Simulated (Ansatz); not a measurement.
Hypothetical P6_3/mmc PbI2, pressure series

Start from PbI$_{2}$ in the 2H-MoS2 type structure (space group P6_3/mmc, No. 194; a hypothetical phase, not in the database extracts checked).

```
CELL_PARAMETERS angstrom
      4.39769     0.00000     0.00000
     -2.19884     3.80851     0.00000
      0.00000     0.00000    14.84532
ATOMIC_POSITIONS crystal
  Pb 0.33333 0.66667 0.75000
  Pb 0.66667 0.33333 0.25000
  I  0.33333 0.66667 0.11212
  I  0.66667 0.33333 0.61212
  I  0.66667 0.33333 0.88788
  I  0.33333 0.66667 0.38788
```

Cell and atoms are relaxed at each pressure.

Calculations: PBE-D3(BJ) (Ansatz, an electronic-structure program), scalar-relativistic without spin-orbit coupling, earlier PAW set.

Two rows of this table had their results exchanged by mistake.

```
pressure          volume per atom (Å³)  shortest distance (Å)  band gap
----------------  --------------------  ---------------------  --------
pressure 0.3 GPa                 40.58                  3.252   1.85 eV
pressure 0.7 GPa                 39.66                  3.241   1.69 eV
pressure 1.5 GPa                 38.16                  3.221   1.40 eV
pressure 3 GPa                   30.28                  3.099      zero
pressure 5 GPa                   33.96                  3.157   0.39 eV
pressure 7.5 GPa                 31.93                  3.125      zero
pressure 10 GPa                  36.06                  3.190   0.93 eV
```

### Question
Which two?

### Answer
The rows for pressure 3 GPa and pressure 10 GPa: the volume has to fall steadily with pressure, so 36.06 Å³ belongs to pressure 3 GPa and 30.28 Å³ to pressure 10 GPa.

A case with no gap was solved on a k-mesh chosen for an insulator, which is coarse for it. Spin-orbit coupling, missing from the scalar runs, can matter with I and Pb. Load acts through the strain it causes; cell and atoms are relaxed under it. No phonon test of stability was made. Competing high-pressure phases were not computed. The final runs are not spin-polarised. The zero or small gap of PbI2 under pressure 7.5 GPa and PbI2 under pressure 10 GPa can change with the level of theory.
